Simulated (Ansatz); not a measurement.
# Effect of x(K) = 0.5, 12 atoms, R-3m (arrangement B) on ScAl2

The parent structure is ScAl2 in the cubic Laves (MgCu2 type) structure (space group Fd-3m, No. 227; a = 7.5274 Å; a cell from a computed database, its experimental status unchecked).

The other end (x = 1) is KAl$_{2}$ in the cubic Laves (MgCu2 type) structure (space group Fd-3m, No. 227; a hypothetical phase, not in the database extracts checked): 23.84 Å³/atom, gap zero; this end may not be an ambient phase.

It is then changed as follows: a fraction x = 0.5 of the Sc sites is given to K, ordered in a cell of 12 atoms (starting symmetry R-3m) and fully relaxed.

All numbers come from Kohn–Sham DFT with the PBEsol functional, run in Ansatz (an electronic-structure program) with PAW and 420 eV plane waves, no spin-orbit coupling. Settings: 10×10×10 k-points, 0.05 eV Fermi–Dirac smearing, for the changed cell.

```tsv
quantity	base	changed	shift
volume per atom	17.77 Å³	20.38 Å³	+2.61 Å³
density	3.08 g/cm³	2.61 g/cm³	-0.47 g/cm³
shortest interatomic distance	266.1 pm	264.4 pm	-1.7 pm
band gap	zero	zero	–
mixing energy (to 0.01 eV only: unlike meshes or grids) (against an end that may be hypothetical)	–	+0.04 eV/atom	–
deviation of the volume from the linear (Vegard-type) interpolation	–	-2.1 %	–
```

Final structure:

```
CELL_PARAMETERS angstrom
      2.77941     1.60469     9.13902
     -2.77941     1.60469     9.13902
      0.00000    -3.20939     9.13902
ATOMIC_POSITIONS crystal
  Sc 0.68774 0.68774 0.68774
  K  0.18557 0.18557 0.18557
  Sc 0.31226 0.31226 0.31226
  K  0.81443 0.81443 0.81443
  Al 0.26629 0.75359 0.75359
  Al 0.73371 0.24641 0.24641
  Al 0.75359 0.75359 0.26629
  Al 0.24641 0.24641 0.73371
  Al 0.00000 0.00000 0.00000
  Al 0.50000 0.50000 0.50000
  Al 0.75359 0.26629 0.75359
  Al 0.24641 0.73371 0.24641
```

Cost of the whole job for the changed cell (relaxation, final SCF and bands): around 6 core-minutes (rough).

Each cell is one ordered arrangement of few atoms, which overstates ordering effects compared with a random alloy. No phonon test of stability was made. The final runs are not spin-polarised. KScAl4 and ScAl2 have a high density of states at the Fermi level and may be magnetic at this level.
